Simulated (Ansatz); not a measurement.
System: FeCo (model structure, started from the NaTl type, Fd-3m, No. 227, 4 atoms in the cell). Method: PBEsol (plane waves, PAW; Ansatz, an electronic-structure program).

Run with plane-wave cutoff 520 eV, 18×18×18 k mesh, Fermi–Dirac smearing 0.05 eV, spin-polarised with parallel moments, scalar-relativistic PAW data made under PBE.

Cell (relaxed at this level):

```
CoFe
1.0
    0.00000     2.79503     2.79503
    2.79503     0.00000     2.79503
    2.79503     2.79503     0.00000
Fe Co
2 2
Direct
  0.75000   0.75000   0.75000
  0.50000   0.50000   0.50000
  0.00000   0.00000   0.00000
  0.25000   0.25000   0.25000
```
Starting moments (μB, in the order of the record's atoms Fe Fe Co Co): 4.0 4.0 3.0 3.0.

Give the computed bulk modulus B0.


- bulk modulus B0: 220 GPa

The run finds no gap.

Note: the magnetic order was assumed, not searched for or taken from measurement; the bulk modulus is −V dP/dV from two relaxed cells at ±2 % in volume; the relaxation could raise the start's symmetry but not lower it, so the cell can be a saddle point.

The computed numbers hold no vibrational or temperature effects.

Cost on a shared machine: about 8 core-minutes (a rough figure).

A model structure was made by putting elements into a prototype or built by hand; it is no filed structure, need not be a known phase, and can be a saddle point held by its symmetry.
